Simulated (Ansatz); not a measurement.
What pressure −1 GPa does to Nb

The reference is Nb in the bcc (W type) structure (space group Im-3m, No. 229; a = 3.2471 Å).

Modification: hydrostatic tension (pressure −1 GPa).

Calculations: Kohn–Sham DFT with the LDA functional, run in Ansatz (a first-principles code) with PAW and 420 eV plane waves, no SOC. k-mesh 20×20×20 (Γ-centred); smearing 0.05 eV (Fermi–Dirac).

| quantity | base | changed | shift |
|---|---|---|---|
| density | 9.01 g/cm³ | 8.96 g/cm³ | -0.05 g/cm³ |
| lattice parameter a | 324.7 pm | 325.3 pm | +0.6 pm |
| shortest interatomic distance | 281.2 pm | 281.7 pm | +0.5 pm |
| band gap | zero | zero | – |

Load acts through the strain it causes; cell and atoms are relaxed under it. Whether these cells are dynamically stable was not tested. The final runs are not spin-polarised.
